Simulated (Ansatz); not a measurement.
# Lattice parameter a of CsCl-type PdIn at several levels of theory

No measured value is used here.

Put these levels in order of the lattice parameter a that they give for CsCl-type PdIn, smallest first: Hartree–Fock (Ansatz, an electronic-structure program), PBE-D4 (Ansatz), rVV10 (Ansatz).

PBE-D4 (3.268 Å), rVV10 (3.331 Å), Hartree–Fock (3.350 Å)

The crystal itself was run without spin with Hartree–Fock, PBE-D4, rVV10; a magnetic state was not tried in these runs. Cutoffs and k meshes differ between the levels. Ansatz's density-functional and Hartree–Fock values are scalar-relativistic unless marked +SOC, with PAW data made under PBE.
